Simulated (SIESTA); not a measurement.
Band structure of NaTiO2 (R-3m, 4 atoms in the cell).

```
NaTiO2
1.0
    1.50659     0.86983     5.39905
   -1.50659     0.86983     5.39905
    0.00000    -1.73966     5.39905
Na Ti O
1 1 2
Cartesian
  0.00000   0.00000   0.00000
  0.00000   0.00000   8.09857
  0.00000   0.00000  12.37149
  0.00000   0.00000   3.82565
```
Moments meant for the start (each program seeds them in its own way; μB, in the order of the atoms Na Ti O O): 0.0 1.0 0.0 0.0.

Level of theory: GGA PBEsol, numerical atomic orbitals DZP, PseudoDojo PBEsol standard norm-conserving potentials (rewritten from UPF to PSML) run with SIESTA.

Settings: XC.functional = GGA; XC.authors = PBEsol; potentials = PseudoDojo PBEsol standard; PAO.BasisSize = DZP; PAO.EnergyShift = 0.01 Ry; MeshCutoff = 400 Ry; kgrid.MonkhorstPack = 8 8 8; OccupationFunction = FD; ElectronicTemperature = 1160.45 K; Spin = polarized; DM.InitSpin = [1 +0.00, 2 +1.00, 3 +0.00, 4 +0.00]; MaxSCFIterations = 150; SCF.Mixer.Method = Pulay; SCF.Mixer.Weight = 0.1.

The starting cell comes from a database of computed structures (which also holds hypothetical and non-ambient phases and stackings), without a prior relaxation at this level. With one magnetic atom in the cell only a parallel order is possible. Values carry the incompleteness of an atom-centred basis.

Levels in eV from the Fermi level, bands 14 to 19 of the first spin channel:
| point | 14 | 15 | 16 | 17 | 18 | 19 |
|---|---|---|---|---|---|---|
| Γ | -4.16 | -3.70 | -3.70 | -0.02 | -0.02 | 0.66 |
| L | -5.68 | -4.93 | -4.51 | -0.63 | 1.25 | 1.34 |
| B1 | -5.52 | -5.33 | -4.96 | 0.40 | 0.77 | 0.96 |
| B | -5.52 | -5.33 | -4.96 | 0.40 | 0.77 | 0.96 |
| Z | -5.45 | -3.76 | -3.76 | -0.02 | -0.02 | 0.72 |
| X | -5.46 | -5.36 | -5.00 | 0.42 | 0.84 | 0.88 |
| Q | -5.46 | -5.36 | -5.00 | 0.42 | 0.84 | 0.88 |
| F | -5.58 | -4.68 | -4.52 | -0.81 | 1.25 | 1.36 |
| P1 | -5.60 | -4.71 | -4.52 | -0.77 | 1.24 | 1.34 |
| P | -5.60 | -4.71 | -4.52 | -0.77 | 1.24 | 1.34 |

Bands cross the Fermi level along this path, so the cell is metallic at this level.

Higher empty bands are left out: an atom-centred basis made for the valence describes them poorly.

The net moment of the cell came out as 0.38 μB.
